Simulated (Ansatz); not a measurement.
System: MoS2 (P6₃/mmc, No. 194, 6 atoms in the cell; start mp-1018809). Method: dielectric-dependent PBEsol hybrid (plane waves, PAW; Ansatz, a first-principles code).

Excerpt of the program's output:

```
WARN output.stress: scf.exx.energy_threshold = 1e-6 eV is looser than the 6e-8 eV advised for a stress under a hybrid functional (1e-8 eV for each atom of the …
Crystal: 6 atoms, lattice volume = 111.497 Å³
Basis set: ecut = 460 eV, 2541 PW (Γ), exchange–correlation on 48×48×192 points (8 copies of the dense FFT grid, shifted against one another)
Bands: 32, of which v1, the nominal top of the filled ones, is band 26 counted from 1 (25 counted from 0)
Symmetry: 24 space group operations
Space group: P63/mmc (ITA 194), of the structure as read, at distance tolerance 4.8e-5 Å
k-points: 24 of 162
Initial density: superposition of atomic densities (chi_scale 0.1, normalization cell, long waves kept (reshape's long-wave potential 0.10 eV rms))
SCF iter   1: F=—  HF=-13341.938157 eV  |F-HF|=—  |Δ(HF+E_count)|=         —  Δρ=5.91e-2  dr2=4.95e0
SCF iter   2: F=—  HF=-13340.526184 eV  |F-HF|=—  |Δ(HF+E_count)|=    1.41e0  Δρ=2.58e-2  dr2=8.04e-1
  ...
Crystal: 6 atoms, lattice volume = 111.497 Å³
Initial density: handed on by an earlier stage of this run
Functional: x = 0.9108984766935923 pbesol(κ = 0.804, μ = 0.12345679012345678) + 0.08910152330640773 exact, c = pbesol(β = 0.046)
Crystal: 6 atoms, lattice volume = 111.497 Å³
SCF iter   2: F=—  HF=-13361.341337 eV  |F-HF|=—  |Δ(HF+E_count)|=   1.50e-9  Δρ=2.06e-6  dr2=3.18e-9
SCF iter   3: F=-13361.341337 eV  HF=-13361.341337 eV  |F-HF|=1.66e-10  |Δ(HF+E_count)|=   9.01e-9  Δρ=5.34e-7  dr2=2.58e-10
SCF 3 converged in 3 iterations: F = -13361.341337 eV  dr2 = 2.58e-10
Free energy (F): -13361.341337 eV
Internal energy: -13361.341337 eV  (E = F + TS)
E sigma→0 (E₀):  -13361.341337 eV
Fermi energy:    10.546338 eV
--- Forces (eV/Å), atoms counted from 1 ---
  atom   1  Mo     0.00000000     0.00000000     0.00000000
  atom   2  Mo     0.00000000    -0.00000000     0.00000000
  atom   3  S     -0.00000000    -0.00000000    -0.15061123
  atom   4  S     -0.00000000     0.00000000     0.15061123
  atom   5  S     -0.00000000     0.00000000    -0.15061123
  atom   6  S     -0.00000000    -0.00000000     0.15061123
--- Stress (GPa, compression-positive) ---
       -1.061342      -0.000000       0.000000
        0.000000      -1.061342       0.000000
        0.000000       0.000000      -1.275846
  P = ⅓ Tr σ = -1.1328 GPa (-11.328 kbar)
```

Question: Write an input file that could have produced this run (the log leaves some choices open).

Answer: One answer among several that fit: 
Ansatz 0.2 input:
```yaml
crystal:
  lattice:
    - [3.1426496554, 0.0, 0.0]
    - [-1.5713248277, 2.7216144367, 0.0]
    - [0.0, 0.0, 13.0359047006]
  atoms:
    - { symbol: Mo, position: [0.0, 0.0, 0.25] }
    - { symbol: Mo, position: [0.0, 0.0, 0.75] }
    - { symbol: S, position: [0.3333333333, 0.6666666667, 0.3695218766] }
    - { symbol: S, position: [0.6666666667, 0.3333333333, 0.6304781234] }
    - { symbol: S, position: [0.6666666667, 0.3333333333, 0.8695218766] }
    - { symbol: S, position: [0.3333333333, 0.6666666667, 0.1304781234] }
  host: atoms
basis:
  ecutwfc: 460
  ecutrho_ratio: 4
  xc_grid: 2
kpoints:
  mp_grid: { grid: [9, 9, 2] }
  band_path: { path: [[0, 0, 0], [0.179687, 0.177083, 0.0]], npoints: 1 }
hamiltonian:
  xc:
    exchange: pbesol
    correlation: pbesol
    exx: { coeff: inverse_dielectric }
  dispersion: none
  pseudopotentials: { azcp: { folder: ./paw }, kind: paw }
scf:
  occupations: { method: fermi_dirac, width: 0.01 }
  convergence: { dr2_threshold: 0.0000000006 }
output:
  forces: true
  stress: true
  eigenvalues: true
  write_bands: true
```

The PAW data were made under PBE.

Note: cell and atoms aren't relaxed at this level (largest force component 0.15 eV/Å, pressure -1.1 GPa). Note: the cell has widely spaced layers and the level no dispersion term, so their spacing and the moduli can rest on weak binding.

A start named mp-… is a Materials Project structure, which need not be a measured phase.
